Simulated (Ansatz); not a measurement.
An Ansatz (an electronic-structure program) run: MoTe2 with a change (isotropic strain −1.26 %); PBE-D3(BJ), PAW, 420 eV (Ansatz; no spin-orbit coupling).

Input:

Ansatz 0.2 input:
```yaml
crystal:
  lattice:
    - [3.4525546281, 0, 0]
    - [-1.726277314, 2.9900000159, 0]
    - [0, 0, 13.523265432]
  atoms:
    - { symbol: Mo, position: [0.3333333333, 0.6666666667, 0.75] }
    - { symbol: Mo, position: [0.6666666667, 0.3333333333, 0.25] }
    - { symbol: Te, position: [0.3333333333, 0.6666666667, 0.1173243625] }
    - { symbol: Te, position: [0.6666666667, 0.3333333333, 0.6173243625] }
    - { symbol: Te, position: [0.6666666667, 0.3333333333, 0.8826756375] }
    - { symbol: Te, position: [0.3333333333, 0.6666666667, 0.3826756375] }
basis: { ecutwfc: 420, ecutrho_ratio: 4, xc_grid: 2, fft_grid_basis: typed }
kpoints: { mp_grid: { grid: [11, 11, 3] } }
hamiltonian:
  xc: pbe
  dispersion: d3bj
  pseudopotentials: { kind: paw }
scf: { occupations: { method: fermi_dirac, width: 0.05 }, convergence: { dr2_threshold: 0.0000000006 } }
relax: { f_tol: 0.005, max_steps: 50 }
output: { forces: true, stress: true }
checkpoint: { write: state.ck, write_every: 1000 }
```

Output (explanatory and most iteration lines left out):

```
Relaxation: its limit of steps is 50 (relax.max_steps)
Pseudopotential: Mo, paw, valence charge 14
Pseudopotential: Te, paw, valence charge 16
Crystal: 6 atoms, lattice volume = 139.603 Å³
Basis set: ecut = 420 eV, 2745 PW (Γ), exchange–correlation on 48×48×192 points (8 copies of the dense FFT grid, shifted against one another)
Bands: 56, of which v1, the nominal top of the filled ones, is band 46 counted from 1 (45 counted from 0)
Symmetry: 24 space group operations
Space group: P63/mmc (ITA 194), of the structure as read, at distance tolerance 5.2e-5 Å
k-points: 32 of 363
Functional: x = pbe(κ = 0.804, μ = 0.2195149727645171), c = pbe(β = 0.06672455060314922)
SCF iter   1: F=—  HF=-37836.556195 eV  |F-HF|=—  |Δ(HF+E_count)|=         —  Δρ=4.39e-3  dr2=8.96e-3  ethr=1.77e-3  ⟨swp⟩=7.7  Hψ=7055  notcnv=0  defer=2
SCF iter   2: F=—  HF=-37836.563722 eV  |F-HF|=—  |Δ(HF+E_count)|=   7.53e-3  Δρ=2.57e-3  dr2=3.12e-3  ethr=9.74e-6  ⟨swp⟩=2.0  Hψ=2709  notcnv=0  defer=17
SCF 1 converged in 9 iterations: F = -37836.567625 eV  dr2 = 9.08e-11
relax step   1: F+E_penalty+E_count = -37836.56762548 eV  Δ(F+E_penalty+E_count) = +0.000e0 eV  max|allowed force component| = 5.408e-1 eV/Å  Δτ_max = 0.0000 Å  (9 SCF iters, accepted)
Crystal: 6 atoms, lattice volume = 139.603 Å³
SCF iter   1: F=—  HF=-37836.300064 eV  |F-HF|=—  |Δ(HF+E_count)|=         —  Δρ=1.11e-2  dr2=3.73e-1  ethr=4.25e-4  ⟨swp⟩=1.4  Hψ=6819  notcnv=0  defer=52
SCF iter   2: F=—  HF=-37836.268818 eV  |F-HF|=—  |Δ(HF+E_count)|=   3.12e-2  Δρ=6.07e-3  dr2=1.10e-1  ethr=4.06e-4  ⟨swp⟩=1.9  Hψ=1854  notcnv=0  defer=52
SCF 2 converged in 8 iterations: F = -37836.256940 eV  dr2 = 2.52e-10
relax step   2: F+E_penalty+E_count = -37836.25693950 eV  Δ(F+E_penalty+E_count) = +3.107e-1 eV  max|allowed force component| = 1.510e0 eV/Å  Δτ_max = 0.1445 Å  (8 SCF iters, rejected (line search))
Crystal: 6 atoms, lattice volume = 139.603 Å³
SCF iter   1: F=—  HF=-37836.627051 eV  |F-HF|=—  |Δ(HF+E_count)|=         —  Δρ=7.98e-3  dr2=1.78e-1  ethr=2.23e-3  ⟨swp⟩=4.9  Hψ=4255  notcnv=0  defer=17
SCF iter   2: F=—  HF=-37836.610605 eV  |F-HF|=—  |Δ(HF+E_count)|=   1.64e-2  Δρ=4.37e-3  dr2=5.60e-2  ethr=1.94e-4  ⟨swp⟩=1.7  Hψ=2189  notcnv=0  defer=59
SCF 3 converged in 8 iterations: F = -37836.603561 eV  dr2 = 1.29e-10
relax step   3: F+E_penalty+E_count = -37836.60356113 eV  Δ(F+E_penalty+E_count) = -3.594e-2 eV  max|allowed force component| = 5.258e-2 eV/Å  Δτ_max = 0.0374 Å  (8 SCF iters, accepted)
Crystal: 6 atoms, lattice volume = 139.603 Å³
SCF iter   1: F=—  HF=-37836.603981 eV  |F-HF|=—  |Δ(HF+E_count)|=         —  Δρ=2.63e-4  dr2=1.90e-4  ethr=1.85e-6  ⟨swp⟩=2.1  Hψ=3061  notcnv=0  defer=62
SCF iter   2: F=—  HF=-37836.603964 eV  |F-HF|=—  |Δ(HF+E_count)|=   1.69e-5  Δρ=1.42e-4  dr2=5.55e-5  ethr=2.06e-7  ⟨swp⟩=1.0  Hψ=2080  notcnv=0  defer=62
SCF 4 converged in 6 iterations: F = -37836.603923 eV  dr2 = 9.20e-11
relax step   4: F+E_penalty+E_count = -37836.60392281 eV  Δ(F+E_penalty+E_count) = -3.617e-4 eV  max|allowed force component| = 1.990e-3 eV/Å  Δτ_max = 0.0033 Å  (6 SCF iters, accepted)
SCF converged after 6 iterations
Free energy (F): -37836.603923 eV
Internal energy: -37836.603712 eV  (E = F + TS)
E sigma→0 (E₀):  -37836.603817 eV
Entropy (-TS):   -0.000211 eV (-0.035 meV/atom)
Fermi energy:    14.112683 eV
  E_disp       = -3.454691  (pairwise vdW)
--- Forces (eV/Å), atoms counted from 1 ---
  atom   1  Mo    -0.00000000     0.00000000     0.00000000
  atom   2  Mo     0.00000000    -0.00000000     0.00000000
  atom   3  Te    -0.00000000     0.00000000     0.00199023
  atom   4  Te     0.00000000    -0.00000000     0.00199023
  atom   5  Te     0.00000000    -0.00000000    -0.00199023
  atom   6  Te    -0.00000000     0.00000000    -0.00199023
--- Stress (GPa, compression-positive) ---
        2.471516       0.000000       0.000000
        0.000000       2.471516       0.000000
        0.000000       0.000000       1.499046
  P = ⅓ Tr σ = 2.1474 GPa (21.474 kbar)
--- Relaxed structure (4 steps of the walk, 3 accepted, 0 SCFs on fresh bases) ---
  atoms:
    - { symbol: Mo, position: [0.33333333333333326, 0.6666666666666666, 0.7499999999999999] }
    - { symbol: Mo, position: [0.6666666666666666, 0.3333333333333333, 0.24999999999999997] }
    - { symbol: Te, position: [0.33333333333333326, 0.6666666666666666, 0.11480229988837665] }
    - { symbol: Te, position: [0.6666666666666666, 0.3333333333333333, 0.6148022998883766] }
    - { symbol: Te, position: [0.6666666666666666, 0.3333333333333333, 0.8851977001116234] }
    - { symbol: Te, position: [0.33333333333333326, 0.6666666666666666, 0.3851977001116233] }
```

Spin-orbit coupling, missing from the scalar runs, can matter with Te. Whether these cells are dynamically stable was not tested. The cell was made from MoTe2 in the 2H-MoS2 type structure (space group P6_3/mmc, No. 194; layered, stacked along the Cartesian z axis) by this change: isotropic strain −1.26 %.
